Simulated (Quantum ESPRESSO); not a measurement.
Quantum ESPRESSO run on KI (Fm-3m, 2 atoms in the cell): self-consistent single point.

Level of theory: PBE, spin-orbit coupling, PseudoDojo fully relativistic norm-conserving (PBE) pseudopotentials (plane waves; Quantum ESPRESSO 7.5).

```
KI
1.0
    0.00000     3.55660     3.55660
    3.55660     0.00000     3.55660
    3.55660     3.55660     0.00000
K I
1 1
Direct
  0.00000   0.00000   0.00000
  0.50000   0.50000   0.50000
```

Reference input (self-consistent single point, DFT, PBE, plane waves, SSSP 1.1.2 efficiency (PBE) pseudopotentials): ecutwfc = 50 Ry; ecutrho = 400 Ry; occupations = smearing; smearing = fd; degauss = 0.0036749 Ry; potentials = {K: K.pbe-spn-kjpaw_psl.1.0.0.UPF, I: I.pbe-n-kjpaw_psl.0.2.UPF}; K_POINTS = automatic 7 7 7 0 0 0; conv_thr = 1e-11 Ry; mixing_beta = 0.4. This run's input differs from it in these lines:

```diff
@@ -12,4 +12,3 @@
  ntyp = 2
- ecutwfc = 50
- ecutrho = 400
+ ecutwfc = 75
  occupations = 'smearing'
@@ -17,2 +16,4 @@
  degauss = 0.0036749
+ noncolin = .true.
+ lspinorb = .true.
 /
@@ -23,4 +24,4 @@
 ATOMIC_SPECIES
-K     39.0983  K.pbe-spn-kjpaw_psl.1.0.0.UPF
-I    126.9045  I.pbe-n-kjpaw_psl.0.2.UPF
+K     39.0983  K.upf
+I    126.9045  I.upf
 ATOMIC_POSITIONS {angstrom}
```

Output (repeated stretches shortened):

```
     Self-consistent Calculation

     iteration #  1     ecut=    75.00 Ry     beta= 0.40

     Threshold (ethr) on eigenvalues was too large:
     Diagonalizing with lowered threshold

     total energy              =     -86.21502915 Ry
     estimated scf accuracy    <       0.02687770 Ry

     iteration #  2     ecut=    75.00 Ry     beta= 0.40

     total energy              =     -86.21801921 Ry
     estimated scf accuracy    <       0.00325614 Ry

     iteration #  3     ecut=    75.00 Ry     beta= 0.40
     c_bands:  2 eigenvalues not converged
     c_bands:  1 eigenvalues not converged
     c_bands:  2 eigenvalues not converged

     total energy              =     -86.21887004 Ry
     estimated scf accuracy    <       0.00047680 Ry

   [... 6 blocks of this kind left out ...]

     iteration # 10     ecut=    75.00 Ry     beta= 0.40

     total energy              =     -86.21898855 Ry
     estimated scf accuracy    <          1.8E-11 Ry

     iteration # 11     ecut=    75.00 Ry     beta= 0.40
     End of self-consistent calculation

     the Fermi energy is     3.0896 ev

!    total energy              =     -86.21898855 Ry
     estimated scf accuracy    <          3.0E-14 Ry
     smearing contrib. (-TS)   =      -0.00000000 Ry
     internal energy E=F+TS    =     -86.21898855 Ry

     convergence has been achieved in  11 iterations

     Forces acting on atoms (cartesian axes, Ry/au):

     atom    1 type  1   force =     0.00000000    0.00000000    0.00000000
     atom    2 type  2   force =     0.00000000    0.00000000    0.00000000

     Total force =     0.000000     Total SCF correction =     0.000000

          total   stress  (Ry/bohr**3)                   (kbar)     P=        3.40
   0.00002312   0.00000000   0.00000000            3.40        0.00        0.00
   0.00000000   0.00002312   0.00000000            0.00        3.40        0.00
   0.00000000   0.00000000   0.00002312            0.00        0.00        3.40

   JOB DONE.
```

The run converged in 11 iterations. Against the reference run the pressure hardly changes (0.25 to 0.34 GPa) and the gap on the mesh goes from 3.917 to 3.596 eV. The full log also holds: “c_bands:  2 eigenvalues not converged”. The full log also holds: “c_bands:  1 eigenvalues not converged”.

The starting cell comes from a database of computed structures (which also holds hypothetical and non-ambient phases and stackings), without a prior relaxation at this level. Its lattice was rescaled by a random factor within 2.5 % of one.

Cost on one core of a shared machine: roughly 80 s.
